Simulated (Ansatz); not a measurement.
Consider NaCl in the rock salt structure (space group Fm-3m, No. 225; a = 5.696 Å).

The values are results of PBE (Ansatz, a program for electronic structure, PAW, no spin-orbit coupling), not measurements.

Base values:

- Electron mass = 0.40 mₑ (at Γ)
- Smallest direct gap = 5.00 eV

One thing is altered: a hydrostatic pressure of 30 GPa.

**Question.** What does the calculation give for the electron mass after the change?

**Answer.** The electron mass changes from 0.40 mₑ (at Γ) to 1.1 mₑ along k, 0.38 mₑ across (at X).

**Question.** Estimate the effect on the smallest direct gap.

**Answer.** The smallest direct gap grows by 2.33 eV (5.00 eV → 7.33 eV).

Load acts through the strain it causes; cell and atoms are relaxed under it. Effective masses come from finite differences of ±0.01 Å⁻¹. Along k means along the line from Γ to the band edge. Stability against distortions was not tested. Competing high-pressure phases were not computed.
